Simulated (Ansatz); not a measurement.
**What Ta → Fe does to Ta**

Start from Ta in the bcc (W type) structure (space group Im-3m, No. 229; a = 3.282 Å).

Modification: full substitution Ta → Fe; the structure is relaxed again.

All numbers come from PBEsol (Ansatz, a quantum-chemistry and plane-wave program, PAW, spin-orbit coupling left out), earlier PAW set. Γ-centred 23×23×23 mesh, Fermi–Dirac width 0.05 eV, for the changed cell.

```csv
quantity,base,changed,shift
density,17.00 g/cm³,8.57 g/cm³,-8.43 g/cm³
lattice parameter a,3.282 Å,2.787 Å,-0.495 Å
shortest interatomic distance,2.842 Å,2.413 Å,-0.429 Å
band gap,zero,zero,–
magnetic state,not spin-polarised,ferromagnetic,–
largest site moment,0.00 μB,2.12 μB,+2.12 μB
```

The magnetic state is the one reached from the starting moments; the real material's order can differ, and small cells can't hold many antiferromagnetic ones. Stability against distortions was not tested. Spin-polarised in the final run: Fe; the other runs are not.
